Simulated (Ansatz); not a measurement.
The reference is Pt in the fcc (Cu type) structure (space group Fm-3m, No. 225; a = 3.9418 Å; relaxed with 0.1 eV smearing). Axes: x, y, z lie along the cube axes.

Computed with r2SCAN (Ansatz, a program for electronic structure, PAW, no spin-orbit coupling).

For the base:

| Quantity | Value |
|---|---|
| Shortest interatomic distance | 2.787 Å |

Now apply this change: tensor shear ε_xy = +0.57 % (engineering shear γ = 0.0114), atoms relaxed at fixed cell.

Task: Estimate the effect on the stress.

Result: The stress (xx, yy, zz, yz, xz, xy; compression positive) amounts to (0.1, 0.1, 0.0, 0.0, 0.0, -0.8) GPa.

Task: What happens to the energy relative to the base?

Result: The energy increases by 0.4 meV/atom.

Task: Predict the new shortest interatomic distance.

Result: The shortest interatomic distance drops by 0.016 Å (2.787 Å → 2.771 Å).

The cells carry an imposed strain or load. Whether these cells are dynamically stable was not tested. All final runs are without spin polarisation.
